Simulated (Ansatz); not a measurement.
# PBE against PBEsol: hypothetical diamond W, 1 layer

Base system: W in the diamond structure (space group Fd-3m, No. 227; a = 5.8295 Å; a hypothetical phase, not in the database extracts checked). Axes: x, y, z lie along the cube axes.

(Cell as relaxed with PBE.)

Levels (all Ansatz, a program for electronic structure, PAW): PBE (420 eV, without spin-orbit coupling); PBEsol (420 eV, scalar-relativistic without spin-orbit coupling).

Each level relaxes its own structure.

| base | PBE | PBEsol |
|---|---|---|
| volume per atom | 24.76 Å³ | 23.83 Å³ |
| lattice parameter a | 5.829 Å | 5.755 Å |
| band gap | zero | zero |

Perturbation: a free-standing slab of 1 layer (2 atoms, 2 a layer) is cut normal to [110], with 15 Å of vacuum and the in-plane cell held at bulk.

```tsv
quantity	PBE	PBEsol
shortest interatomic distance	2.474 Å	2.448 Å
band gap	zero	zero
```

PBE's shortest interatomic distance lies 0.0253 Å above PBEsol's (1.0 %); the two agree on the band gap. Neither level is exact; PBEsol is the comparison here, not a measurement.

With W present, leaving out spin-orbit coupling can change the band edges. Whether these cells are dynamically stable was not tested. The final runs are not spin-polarised. W has a high density of states at the Fermi level and may be magnetic at this level.
